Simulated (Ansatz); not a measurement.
Fluorite PbF2 (high-temperature phase) was calculated with HSE06 (Ansatz, an electronic-structure program, PAW).

Settings: plane-wave cutoff 520 eV, 6×6×6 k mesh, finite displacements, scalar-relativistic PAW data made under PBE.

Computed at the level's own relaxed cell.

```cif
data_F2Pb
_chemical_formula_sum 'Pb1 F2'
_space_group_name_H-M_alt 'P 1'
_space_group_IT_number 1
_cell_length_a 4.20908
_cell_length_b 4.20908
_cell_length_c 4.20908
_cell_angle_alpha 60.000
_cell_angle_beta 60.000
_cell_angle_gamma 60.000
loop_
_space_group_symop_operation_xyz
  'x, y, z'
loop_
_atom_site_label
_atom_site_type_symbol
_atom_site_fract_x
_atom_site_fract_y
_atom_site_fract_z
_atom_site_occupancy
Pb1 Pb 0.00000 0.00000 0.00000 1
F1 F 0.25000 0.25000 0.25000 1
F2 F 0.75000 0.75000 0.75000 1
```

Harmonic phonon frequencies (cm⁻¹; i marks an imaginary mode; at Γ without the LO shift):

```json
[
 {"q point": "Γ", "frequencies": "0 0 0 88 88 88 242 242 242"},
 {"q point": "X", "frequencies": "43 43 102 129 147 147 150 150 328"},
 {"q point": "L", "frequencies": "41 41 92 110 110 170 211 211 293"}
]
```

No imaginary mode appears at these points.
